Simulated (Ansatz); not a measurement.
Ag under a change: isotropic strain −3.00 %

The parent structure is Ag in the fcc (Cu type) structure (space group Fm-3m, No. 225; a = 4.054 Å; relaxed with 0.1 eV smearing).

Now apply this change: the cell is scaled by 0.9700 in all directions; the atoms relax in the strained cell.

The values are results of Kohn–Sham DFT with the PBEsol functional, run in Ansatz (a first-principles code) with PAW and 420 eV plane waves, scalar-relativistic without spin-orbit coupling, not measurements. k-mesh 28×28×28 (Γ-centred); smearing 0.1 eV (Fermi–Dirac).

```csv
quantity,base,changed,shift
volume per atom,16.65 Å³,15.20 Å³,-1.45 Å³
space group,Fm-3m (No. 225),Fm-3m (No. 225),–
energy relative to the base (free energy F),0 meV/atom,+58 meV/atom,+58 meV/atom
pressure,0.0 GPa,14.1 GPa,+14.1 GPa
band gap,zero,zero,–
```

Final structure:

```yaml
crystal:
  lattice:
    - [0.00000, 1.96610, 1.96610]
    - [1.96610, 0.00000, 1.96610]
    - [1.96610, 1.96610, 0.00000]
  atoms:
    - { symbol: Ag, position: [0.00000, 0.00000, 0.00000] }
```

Stability against distortions was not tested.
